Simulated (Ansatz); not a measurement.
The parent structure is CaHfSe3 in the cubic perovskite structure (space group Pm-3m, No. 221; a = 5.1887 Å; a hypothetical phase, not in the database extracts checked).

(Cell as relaxed with PBE.)

Levels (all Ansatz, a first-principles code, PAW): PBE (420 eV, without spin-orbit coupling); PBEsol (420 eV, scalar-relativistic without spin-orbit coupling).

Each level relaxes its own structure.

```tsv
base	PBE	PBEsol
volume per atom	27.94 Å³	26.89 Å³
lattice parameter a	5.189 Å	5.123 Å
band gap	0.23 eV	0.08 eV
```

Now apply this change: a negative pressure, −1 GPa.

| quantity | PBE | PBEsol |
|---|---|---|
| smallest direct gap | 0.89 eV | [?] |
| gap character | indirect, R → Γ | [?] |
| lattice parameter a | 5.217 Å | [?] |

Problem. What does PBEsol give?

Solution. 
- smallest direct gap, PBEsol: 0.74 eV
- gap character, PBEsol: indirect, R → Γ
- lattice parameter a, PBEsol: 5.149 Å

PBE's smallest direct gap lies 0.15 eV above PBEsol's; PBE's lattice parameter a lies 0.068 Å above PBEsol's (1.3 %); the two agree on the gap character. Neither level is exact; PBEsol is the comparison here, not a measurement.

With Hf present, leaving out spin-orbit coupling can change the band edges. Load acts through the strain it causes; cell and atoms are relaxed under it. Whether these cells are dynamically stable was not tested. Many cubic perovskites are stable only at high temperature; tilts and polar distortions were not tested. The zero or small gap of CaHfSe3 can change with the level of theory.
